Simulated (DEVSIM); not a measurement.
Device: abrupt Si n-p junction, at 300 K.

Layer 1 from the left is Si, thickness (μm) 7.70, Nd (cm⁻³) 3.1e16, τn (s) 2e-5, τp (s) 2e-5. Layer 2 from the left is Si, thickness (μm) 0.450, Na (cm⁻³) 9.5e17, τn (s) 2e-5, τp (s) 2e-5.

Left contact: ohmic. Right contact: ohmic. Voltage is applied to the left contact. Recombination: SRH at mid-gap, Auger. Mobility is μmin + (μ − μmin)/(1 + (N/Nref)^α).

This is a model device: material constants are rounded textbook-type values typed into the input, and sizes, dopings and lifetimes were drawn at random. Values at 300 K.

Si: gap (eV) 1.124, affinity (eV) 4.05, permittivity 11.7, Nc (cm⁻³) 2.86e19, Nv (cm⁻³) 3.1e19, μn (cm²/Vs) 1417, μp (cm²/Vs) 470, μn,min 52, μp,min 45, Nref,n 9.7e16, Nref,p 2.2e17, αn 0.68, αp 0.72, Cn (cm⁶/s) 2.8e-31, Cp (cm⁶/s) 9.9e-32.

DEVSIM, 1D drift-diffusion, Boltzmann statistics, complete ionisation; no tunnelling, impact ionisation, image-force lowering or self-heating.

What does the simulation give for the dark forward voltage at 1 A/cm², the largest field in the device at zero bias, the dark forward voltage at 100 A/cm², the potential step across the device at zero bias?

dark forward voltage at 1 A/cm² 0.652 V; largest field in the device at zero bias 92000 V/cm; dark forward voltage at 100 A/cm² 0.781 V; potential step across the device at zero bias 0.857 V.
